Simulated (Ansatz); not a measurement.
The structure below was relaxed with Ansatz (an electronic-structure program), r2SCAN, PAW, cutoff 500 eV, without spin-orbit coupling.

```xyz
4
Lattice="3.1067 0.0000 0.0000 -1.5534 2.6905 0.0000 0.0000 0.0000 4.9785" Properties=species:S:1:pos:R:3 pbc="T T T"
Al     1.5534     0.8968     0.0169
Al     0.0000     1.7937     2.5062
N      1.5534     0.8968     3.0956
N      0.0000     1.7937     0.6064
```

Question: Find the space group and the Wyckoff positions.

Answer: Space group P6₃mc (No. 186); a = 3.107 Å, b = 3.107 Å, c = 4.979 Å, α = 90.00°, β = 90.00°, γ = 120.00°

| atom | site | symmetry | x | y | z |
|---|---|---|---|---|---|
| Al | 2b | 3m. | 0.6667 | 0.3333 | 0.0034 |
| N | 2b | 3m. | 0.3333 | 0.6667 | 0.1218 |

Stability against distortions was not tested. The cell was made from GaN by this change: Ga → Al.
